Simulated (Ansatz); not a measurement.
A computed series for GaAs: response to strain

Take GaAs in the zinc blende structure (space group F-43m, No. 216) as the base.

```yaml
crystal:
  lattice:
    - [0.00000, 2.87279, 2.87279]
    - [2.87279, 0.00000, 2.87279]
    - [2.87279, 2.87279, 0.00000]
  atoms:
    - { symbol: Ga, position: [0.00000, 0.00000, 0.00000] }
    - { symbol: As, position: [0.25000, 0.25000, 0.25000] }
```

Strains are applied to the cell and any free atomic positions relax.

Method: PBE, PAW, 420 eV (Ansatz, an electronic-structure program; no spin-orbit coupling).

Candidates:
(a) isotropic strain +2.50 %
(b) isotropic strain +3.00 %
(c) isotropic strain −0.50 %
(d) isotropic strain +1.50 %

Notes on the quantities. energy relative to the base: free energy F.

Q: Order them by energy relative to the base, highest first.

A: (b) isotropic strain +3.00 % (+32 meV/atom), (a) isotropic strain +2.50 % (+23 meV/atom), (d) isotropic strain +1.50 % (+8.5 meV/atom), (c) isotropic strain −0.50 % (+1.0 meV/atom)

A case with no gap was solved on a k-mesh chosen for an insulator, which is coarse for it. Whether these cells are dynamically stable was not tested. All final runs are without spin polarisation.
